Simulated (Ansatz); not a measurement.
## Response to strain in TaO2

Start from TaO₂ in the CdI2 type structure (space group P-3m1, No. 164; a = 3.046 Å, c = 4.626 Å; weakly magnetic (sensitive to the mesh); layered, stacked along the Cartesian z axis; relaxed with 0.1 eV smearing). Axes: x lies along a and z along c of the hexagonal cell.

Strains are applied to the cell and any free atomic positions relax; under biaxial strain the out-of-plane vector relaxes too; under stress the whole cell relaxes.

Level of theory: r2SCAN+rVV10 (Ansatz, a quantum-chemistry and plane-wave program), no SOC.

| change | largest site moment | magnetic state | volume per atom |
|---|---|---|---|
| base | 0.18 μB | weakly magnetic (sensitive to the mesh) | 12.39 Å³ |
| biaxial strain +1.17 %, plane normal [001], relaxed out of plane | 0.33 μB | ferromagnetic | 12.45 Å³ |
| biaxial strain +1.23 %, plane normal [001], relaxed out of plane | 0.34 μB | ferromagnetic | 12.45 Å³ |
| uniaxial stress, 1 GPa compression along z | 0.22 μB | weakly magnetic (sensitive to the mesh) | ? |

### Question
Complete the table.

### Answer

- uniaxial stress, 1 GPa compression along z, volume per atom: 12.19 Å³

Other magnetic orders, which the real material may have, were not ruled out. Beyond what the load breaks, stability against distortions was not tested. No Hubbard U is applied, and correlation can decide whether such a compound is a metal.
